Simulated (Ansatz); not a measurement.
**What biaxial strain +0.83 %, plane normal [111], relaxed out of plane does to ZnAu**

Consider ZnAu in the CsCl type structure (space group Pm-3m, No. 221; a = 3.129 Å; relaxed with 0.1 eV smearing). Axes: x, y, z lie along the cube axes.

Now apply this change: biaxial strain +0.83 %, plane normal [111], relaxed out of plane (Cartesian); in-plane vectors clamped, the third vector and the atoms free.

Method: Ansatz (a program for electronic structure), PBEsol, PAW, cutoff 420 eV, scalar-relativistic without spin-orbit coupling. Γ-centred 18×18×18 mesh, Fermi–Dirac width 0.1 eV.

- Volume per atom: 15.45 Å³ (base 15.31 Å³)
- Space group: R-3m (No. 166) (base Pm-3m (No. 221))
- Shortest interatomic distance: 2.690 Å (base 2.709 Å)
- Energy relative to the base (free energy F): +1.5 meV/atom
- Pressure (mean of the normal stresses, compression positive): -1.2 GPa (base 0.0 GPa)
- Band gap: zero (base zero)
- Out-of-plane strain: -0.73 %
- Ratio −ε⊥/ε∥: 0.88
- Mean in-plane stress (compression positive): -1.8 GPa

Whether these cells are dynamically stable was not tested.
